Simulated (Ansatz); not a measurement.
Density of states of CaO (Fm-3m) above the conduction band minimum, PBE, rigid bands in Ansatz (a quantum-chemistry and plane-wave program); cell volume 27.1 Å³.

| energy from edge (eV) | 10⁻³ states/eV/cell |
|---|---|
| 0.006 | 23.0 |
| 0.031 | 51.1 |
| 0.056 | 68.5 |
| 0.081 | 83.4 |
| 0.106 | 94.6 |
| 0.131 | 106 |
| 0.156 | 117 |
| 0.181 | 128 |
| 0.206 | 137 |
| 0.231 | 145 |
| 0.256 | 154 |
| 0.281 | 163 |
| 0.319 | 175 |
| 0.344 | 183 |
| 0.369 | 191 |
| 0.394 | 198 |
| 0.419 | 208 |
| 0.444 | 214 |
| 0.469 | 220 |
| 0.494 | 229 |
| 0.519 | 236 |
| 0.544 | 244 |
| 0.569 | 250 |
| 0.594 | 257 |

Q: What effective density of states at 300 K does this give (∫ g(E) exp(−E/k_BT) dE, both spins, divided by the cell's size)?

A: 4.0e19 cm⁻³, a density-of-states mass of 1.37 mₑ, valleys and band degeneracy included.

Spin-orbit coupling is left out. Geometry: cell and atoms relaxed with PBEsol.
